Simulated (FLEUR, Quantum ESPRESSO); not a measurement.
A FLEUR input for a self-consistent single point of GaCuSe2 (I-42d, 8 atoms in the cell) (DFT, PBE, all-electron FLAPW (FLEUR), scalar-relativistic valence):

Input of the input generator:

```
scf GaCuSe2
&input film=f /
-5.2268539593 5.2268539593 10.3649531518
5.2268539593 -5.2268539593 10.3649531518
5.2268539593 5.2268539593 -10.3649531518
1.0
1.0 1.0 1.0

8
31 0.2500000000 0.7500000000 0.5000000000
31 0.5000000000 0.5000000000 -0.0000000000
29 0.7500000000 0.2500000000 0.5000000000
29 -0.0000000000 -0.0000000000 0.0000000000
34 0.1212200000 0.1250000000 0.4962200000
34 0.8750000000 0.3712200000 0.9962200000
34 0.6287800000 0.6250000000 0.5037800000
34 0.3750000000 0.8787800000 0.0037800000

&comp jspins=1 /
&kpt div1=3 div2=3 div3=3 /
&end /
```

```xml
<?xml version="1.0" encoding="UTF-8" standalone="no"?>
<fleurInput fleurInputVersion="0.39">
   <comment>
      scf GaCuSe2                                                                                         
   </comment>
   <calculationSetup>
      <cutoffs Kmax="3.8" Gmax="11.4" GmaxXC="11.4" numbands="0"/>
      <scfLoop itmax="80" minDistance="0.00001" maxIterBroyd="40" imix="Anderson" alpha="0.05" precondParam="0.0" spinf="2.0"/>
      <coreElectrons ctail="T" frcor="F" kcrel="0" coretail_lmax="0"/>
      <xcFunctional name="pbe" relativisticCorrections="F"/>
      <magnetism jspins="1"/>
      <soc l_soc="F" theta="0.0" phi="0.0" spav="F"/>
      <expertModes spex="0" secvar="F"/>
      <geometryOptimization l_f="T" forcealpha="1.0" forcemix="BFGS" epsdisp="0.00001" epsforce="0.00001"/>
      <ldaU l_linMix="F" mixParam="0.05" spinf="1.0"/>
   </calculationSetup>
   <cell>
      <bzIntegration valenceElectrons="112.0" mode="gauss" fermiSmearingEnergy="0.00367493">
         <kPointListSelection listName="default-1"/>
         <!-- k-points included here -->
         <xi:include xmlns:xi="http://www.w3.org/2001/XInclude" href="kpts.xml"> </xi:include>
      </bzIntegration>
      <!-- symmetry operations included here -->
      <xi:include xmlns:xi="http://www.w3.org/2001/XInclude" href="sym.xml"> </xi:include>
      <bulkLattice scale="1.0">
         <bravaisMatrix>
            <row-1>   -5.2268539592999996     5.2268539592999996    10.3649531518000000</row-1>
            <row-2>    5.2268539592999996    -5.2268539592999996    10.3649531518000000</row-2>
            <row-3>    5.2268539592999996     5.2268539592999996   -10.3649531518000000</row-3>
         </bravaisMatrix>
      </bulkLattice>
   </cell>
   <atomSpecies>
      <species name="Gallium (Ga)" element="Ga" atomicNumber="31">
         <mtSphere radius="2.18" gridPoints="753" logIncrement="0.016"/>
         <atomicCutoffs lmax="8" lnonsphr="6"/>
         <electronConfig flipSpins="F">
            <coreConfig>(1s1/2) (2s1/2) (2p1/2) (2p3/2) (3s1/2) (3p1/2) (3p3/2)</coreConfig>
            <valenceConfig>(4s1/2) (3d3/2) (3d5/2) (4p1/2) (4p3/2)</valenceConfig>
            <stateOccupation state="(4p1/2)" spinUp="0.1666666666667" spinDown="0.1666666666667"/>
            <stateOccupation state="(4p3/2)" spinUp="0.3333333333333" spinDown="0.3333333333333"/>
         </electronConfig>
         <energyParameters s="4" p="4" d="3" f="4"/>
         <lo type="HELO" l="2" n="4" eDeriv="0"/>
      </species>
      <species name="Copper (Cu)" element="Cu" atomicNumber="29">
         <mtSphere radius="2.14" gridPoints="737" logIncrement="0.017"/>
         <atomicCutoffs lmax="8" lnonsphr="6"/>
         <electronConfig flipSpins="F">
            <coreConfig>(1s1/2) (2s1/2) (2p1/2) (2p3/2) (3s1/2) (3p1/2) (3p3/2)</coreConfig>
            <valenceConfig>(4s1/2) (3d3/2) (3d5/2)</valenceConfig>
            <stateOccupation state="(4s1/2)" spinUp="0.5" spinDown="0.5"/>
         </electronConfig>
         <energyParameters s="4" p="4" d="3" f="4"/>
         <lo type="HELO" l="2" n="4" eDeriv="0"/>
      </species>
      <species name="Selenium (Se)" element="Se" atomicNumber="34">
         <mtSphere radius="2.14" gridPoints="737" logIncrement="0.017"/>
         <atomicCutoffs lmax="8" lnonsphr="6"/>
         <electronConfig flipSpins="F">
            <coreConfig>(1s1/2) (2s1/2) (2p1/2) (2p3/2) (3s1/2) (3p1/2) (3p3/2)</coreConfig>
            <valenceConfig>(4s1/2) (3d3/2) (3d5/2) (4p1/2) (4p3/2)</valenceConfig>
            <stateOccupation state="(4p1/2)" spinUp="0.6666666666667" spinDown="0.6666666666667"/>
            <stateOccupation state="(4p3/2)" spinUp="1.3333333333333" spinDown="1.3333333333333"/>
         </electronConfig>
         <energyParameters s="4" p="4" d="3" f="4"/>
         <lo type="HELO" l="2" n="4" eDeriv="0"/>
      </species>
   </atomSpecies>
   <atomGroups>
      <atomGroup species="Gallium (Ga)">
         <relPos label="                   1">1.000/4.000 -1.000/4.000 1.000/2.000</relPos>
         <relPos label="                   2">1.000/2.000 1.000/2.000 .0000000000</relPos>
         <force calculate="T" relaxXYZ="TTT"/>
      </atomGroup>
      <atomGroup species="Copper (Cu)">
         <relPos label="                   3">-1.000/4.000 1.000/4.000 1.000/2.000</relPos>
         <relPos label="                   4">.0000000000 .0000000000 .0000000000</relPos>
         <force calculate="T" relaxXYZ="TTT"/>
      </atomGroup>
      <atomGroup species="Selenium (Se)">
         <relPos label="                   5">.1212200000 1.000/8.000 .4962200000</relPos>
         <relPos label="                   6">-1.000/8.000 .3712200000 -.0037800000</relPos>
         <relPos label="                   7">-.3712200000 -3.000/8.000 -.4962200000</relPos>
         <relPos label="                   8">3.000/8.000 -.1212200000 .0037800000</relPos>
         <force calculate="T" relaxXYZ="TTT"/>
      </atomGroup>
   </atomGroups>
   <output dos="F" band="F" slice="F">
      <checks vchk="F" cdinf="F"/>
      <bandDOS minEnergy="-.5*Htr" maxEnergy="0.5*Htr" sigma="0.015" storeEVData="T"/>
      <vacuumDOS vacdos="F" integ="F" star="F" nstars="0" locx1="0.0" locy1="0.0" locx2="0.0" locy2="0.0" nstm="0" tworkf="0.0"/>
      <unfoldingBand unfoldBand="F" supercellX="1" supercellY="1" supercellZ="1"/>
      <plotting iplot="0" polar="F">
         <plot TwoD="T" vec1="  1.0  0.0  0.0" vec2="  0.0  1.0  0.0" vec3="  0.0  0.0  1.0" zero="  0.0  0.0  0.0" file="plot"/>
      </plotting>
      <chargeDensitySlicing numkpt="0" minEigenval="0.0" maxEigenval="0.0" nnne="0" pallst="F"/>
      <specialOutput eonly="F"/>
      <magneticCircularDichroism mcd="F" energyLo="-10.0" energyUp="0.0"/>
   </output>
  <!-- We include the file relax.xml here to enable relaxations (see documentation) -->
  <xi:include xmlns:xi="http://www.w3.org/2001/XInclude" href="relax.xml"> <xi:fallback/> </xi:include>
</fleurInput>
```

Task: Translate this input to Quantum ESPRESSO.

Result: One input that does it (others would too):

```fortran
&control
   calculation = 'scf'
   prefix = 'gacuse2'
   outdir = './work'
   pseudo_dir = './'
   tprnfor = .true.
   tstress = .true.
/
&system
   ibrav = 7
   celldm(1) = 10.45370792
   celldm(3) = 1.9830194669
   nat = 8
   ntyp = 3
   ecutwfc = 70
   ecutrho = 420
   occupations = 'smearing'
   smearing = 'gauss'
   degauss = 0.0073499
/
&electrons
   conv_thr = 1.0e-11
/
ATOMIC_SPECIES
Ga    69.7230  Ga.pbe-dn-rrkjus_psl.1.0.0.UPF
Cu    63.5460  Cu.pbe-dn-rrkjus_psl.1.0.0.UPF
Se    78.9710  Se.pbe-n-rrkjus_psl.1.0.0.UPF
ATOMIC_POSITIONS crystal
Ga   -0.50000000    0.75000000    0.25000000
Ga    0.00000000    0.50000000    0.50000000
Cu   -0.50000000    0.25000000    0.75000000
Cu    0.00000000    0.00000000    0.00000000
Se   -0.49622000    0.12500000    0.12122000
Se   -0.99622000    0.37122000    0.87500000
Se   -0.50378000    0.62500000    0.62878000
Se   -0.00378000    0.87878000    0.37500000
K_POINTS automatic
3 3 3  0 0 0
```

Basis, cutoffs, solver keys and any potentials are the target program's own. This input uses DFT, PBE, plane waves, PSlibrary ultrasoft (PBE) pseudopotentials.

The starting cell comes from a database of computed structures (which also holds hypothetical and non-ambient phases and stackings), without a prior relaxation at this level. Its lattice was rescaled by a random factor within 2.5 % of one. For this run, on top of that: lattice scaled by 0.98.
